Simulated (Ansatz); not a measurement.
The starting structures come from a database of crystals and need not be the phases stable at ambient conditions.

By PBEsol, the system below comes out a metal.

Here is the system:

```
SrSi2
1.0
    4.43786     0.00000     0.00000
    0.00000    13.86120     0.00000
    2.21893     6.93060     2.21893
Sr Si
2 4
Direct
  0.50000   0.25000   0.00000
  0.00000   0.50000   0.00000
  0.50000   0.66649   0.00000
  0.00000   0.91649   0.00000
  0.00000   0.08351   0.00000
  0.50000   0.83351   0.00000
```

Space group of this cell: I4_1/amd. The cell is taken as given; by PBEsol its mean pressure is -1.7 GPa.

The current flows along the normal of the first two printed cell vectors, the (100) plane of the conventional cell. No spin-orbit coupling; the value is a mean over 0.1 eV about the Fermi level.

**Question.** Estimate the ballistic conductance per area that PBEsol (Ansatz, an electronic-structure program) returns for this system.

**Answer.** 0.31 × 10¹⁵ S/m² for both spins.
